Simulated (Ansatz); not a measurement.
Convergence study of shifted k-point meshes for CoAl (P4mm, 2 atoms in the cell)

```
CELL_PARAMETERS angstrom
      2.85142     0.00000     0.00000
      0.00000     2.85142     0.00000
      0.00000     0.00000     2.85142
ATOMIC_POSITIONS crystal
  Al 0.50000 0.50000 0.51753
  Co 0.00000 0.00000 0.00000
```

Level of theory: PBEsol, default PAW files made with PBE (plane waves; Ansatz, a quantum-chemistry and plane-wave program).

Base settings: basis.ecutwfc = 30.9 Ry; kpoints.mp_grid.grid = 12 12 12; hamiltonian.xc = pbesol; hamiltonian.pseudopotentials = {kind: paw} (the program's default PAW files); scf.occupations.method = gaussian; scf.occupations.width = 0.0073 Ry.

In this ladder: kpoints.mp_grid.shift = 0.5 0.5 0.5.

Only quantities that move along the ladder and can be compared are tabulated.

The count of work is k-points × plane waves × bands × iterations; it is no time. 

The starting cell has typed, rounded lattice constants, without a prior relaxation at this level. Its lattice was rescaled by up to half a per cent. One atom was moved a little off its site on purpose. Spin polarisation is off. In the base run, with a pressure of about -5 GPa the cell is away from its equilibrium volume at this level. Ansatz's pressure includes its estimate of the finite-basis (Pulay) stress.

```tsv
kpoints.mp_grid.grid	free energy less the last step's (meV/atom)	pressure (GPa)	largest difference of a force vector from the last step's (eV/Å)	count of work / last
2 2 2	-439.20	-19.23	0.049	0.00028
3 3 3	114.55	-3.28	0.035	0.0019
4 4 4	-37.32	-6.35	0.008	0.0017
5 5 5	16.66	-4.97	0.001	0.0050
6 6 6	-5.46	-5.43	0.000	0.0050
7 7 7	1.70	-5.39	0.002	0.011
8 8 8	0.71	-5.35	0.000	0.011
9 9 9	-0.21	-5.24	0.000	0.021
10 10 10	0.04	-5.41	0.000	0.021
11 11 11	0.28	-5.36	0.000	0.035
12 12 12	-0.26	-5.34	0.000	0.035
13 13 13	-0.03	-5.35	0.000	0.054
15 15 15	-0.01	-5.37	0.000	0.080
16 16 16	0.03	-5.34	0.000	0.080
18 18 18	0.07	-5.35	0.000	0.11
20 20 20	-0.04	-5.35	0.000	0.15
22 22 22	0.01	-5.35	0.000	0.20
25 25 25	-0.02	-5.35	0.000	0.33
28 28 28	-0.01	-5.35	0.000	0.41
31 31 31	0.00	-5.35	0.000	0.60
34 34 34	0.00	-5.35	0.000	0.72
38 38 38	0.00	-5.35	0.000	1.0
```

Coarsest kpoints.mp_grid.grid that holds the forces within 0.02 eV/Å of the last step, with all finer ones: 4 4 4, at 0.0017 of the last step's count of work; the step before is off by 0.035 eV/Å.

Coarsest kpoints.mp_grid.grid that holds the pressure within 0.05 GPa of the last step, with all finer ones: 11 11 11, at 0.035 of the last step's count of work; the step before is off by 0.06 GPa.

Coarsest kpoints.mp_grid.grid that holds the free energy within 2 meV/atom of the last step, with all finer ones: 7 7 7, at 0.011 of the last step's count of work; the step before is off by 5.5 meV/atom.

Keys are those of Ansatz 0.2.
